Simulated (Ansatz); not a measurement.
**W, pressure series**

Base system: W in the bcc (W type) structure (space group Im-3m, No. 229; a = 3.184 Å).

Cell and atoms are relaxed at each pressure.

All numbers come from PBE/PAW in Ansatz (an electronic-structure program), no SOC, earlier PAW set.

| pressure (GPa) | volume per atom (Å³/atom) |
|---|---|
| -2 | 16.242 |
| -1 | 16.188 |
| 0 | 16.134 |
| 1.8 | 16.040 |
| 4.2 | ? |
| 9 | 15.692 |
| 18 | 15.304 |
| 30 | 14.851 |
| 45 | 14.365 |

Question: Fit the third-order Birch–Murnaghan form P(V) = (3B₀/2)[(V₀/V)^(7/3) − (V₀/V)^(5/3)]·[1 + (3/4)(B₀′ − 4)((V₀/V)^(2/3) − 1)] (squares taken in P) to the rows shown and predict the withheld row.

Answer: Least squares on the printed values gives V₀ = 16.134 Å³/atom, B₀ = 306 GPa, B₀′ = 4.1; this predicts 15.920 Å³/atom, and the run gives 15.920 Å³/atom, in agreement.

Load acts through the strain it causes; cell and atoms are relaxed under it. Whether these cells are dynamically stable was not tested. No other phases were tried under pressure. All final runs are without spin polarisation.
